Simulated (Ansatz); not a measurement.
Take GaSb in the zinc blende structure (space group F-43m, No. 216; a = 6.111 Å) as the base. Axes: x, y, z lie along the cube axes.

All numbers come from Ansatz (an electronic-structure program) PBEsol, scalar-relativistic without spin-orbit coupling.

Free-standing slabs (2 atom(s) a layer) normal to [110] with 15 Å of vacuum; in-plane cell held at bulk.

One change was made to it. Results:

The excess energy per area of both faces (slab less bulk energy over the cell's area: twice a surface energy) amounts to 1.1 J/m² (uncertain by up to 0.07 J/m²); the band gap goes from zero to 0.43 eV.

Question: Name the change that was made.
A. 6 layers
B. 2 layers
C. 3 layers
D. 7 layers

Answer: A, 6 layers. For comparison, the band gap in the other runs: 3 layers gives zero; 7 layers gives 0.29 eV; 2 layers gives 0.91 eV.

Slab and bulk use different k-meshes, which limits the precision of the excess energy. With Sb present, leaving out spin-orbit coupling can change the band edges. Stability against distortions was not tested. All final runs are without spin polarisation. The zero or small gap of GaSb can change with the level of theory.
